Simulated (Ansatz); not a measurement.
A one-dimensional SrTe body, 8 atoms a period, stretched and compressed along its axis from its relaxed period of 6.410 Å, atoms relaxed at each length.

```
CELL_PARAMETERS angstrom
     14.50000     0.00000     0.00000
      0.00000    14.50000     0.00000
      0.00000     0.00000     6.41002
ATOMIC_POSITIONS crystal
  Sr 0.39692 0.39692 0.00000
  Te 0.37835 0.37835 0.50000
  Te 0.37835 0.62165 0.00000
  Sr 0.39692 0.60308 0.50000
  Te 0.62165 0.37835 0.00000
  Sr 0.60308 0.39692 0.50000
  Sr 0.60308 0.60308 0.00000
  Te 0.62165 0.62165 0.50000
```

Calculation: PBE (plane waves to 420 eV, PAW; Ansatz, an electronic-structure program). Mesh 1×1×48. No spin polarisation. Periodic along z alone, with about 11 Å of vacuum beside it. A hypothetical model. It keeps the symmetry and period of its start, so it need not be a minimum against all distortions. Values not marked SOC lack spin–orbit coupling. On relaxing, bonds broke or formed, so the name tells the start alone. Buckling under compression is shut out by symmetry and the short period. Energies are free energies at a Fermi–Dirac width of 0.02 eV, from the unstrained cell.

```csv
strain (%),energy (meV a period),axial force (nN),PBE gap (eV)
-3.0,+103,-1.80,2.43
-1.5,?,?,?
0.0,0,0.00,2.50
+1.5,+21,+0.69,2.54
+3.0,?,?,?
```

Task: Complete the blanks.

Result: 
- +3.0, energy (meV a period): +82
- +3.0, axial force (nN): +1.27
- +3.0, PBE gap (eV): 2.57
- -1.5, energy (meV a period): +25
- -1.5, axial force (nN): -0.82
- -1.5, PBE gap (eV): 2.46
